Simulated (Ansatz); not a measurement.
Given:

```
CELL_PARAMETERS angstrom
      1.58400     0.91452     5.64441
     -1.58400     0.91452     5.64441
      0.00000    -1.82905     5.64441
ATOMIC_POSITIONS crystal
  Mo 0.00006 0.00006 0.00006
  S  0.75789 0.75789 0.75789
  S  0.57535 0.57535 0.57535
```

No spin polarisation.

Computed with PBE-D3(BJ) (Ansatz, a first-principles code, PAW, no SOC), earlier PAW set. Γ-centred 12×12×12 mesh, Fermi–Dirac width 0.05 eV.

Q: What is the computed gap character?

A: Indirect, T → Γ–S₀ (56 % along).

Q: What is the computed band gap?

A: 0.45 eV.

Q: Predict the hole mass.

A: 1.7 mₑ along k, 0.33 mₑ across (at T).

Q: What is the computed width of the top valence band?

A: 2.10 eV.

Load acts through the strain it causes; cell and atoms are relaxed under it. Effective masses come from finite differences of ±0.01 Å⁻¹. Along k means along the line from Γ to the band edge. Stability under load was not tested beyond the relaxation. The cell was made from MoS$_{2}$ in the 3R-MoS2 type structure (space group R3m, No. 160; layered, stacked along the Cartesian z axis) by this change: uniaxial stress, 5 GPa compression along z.
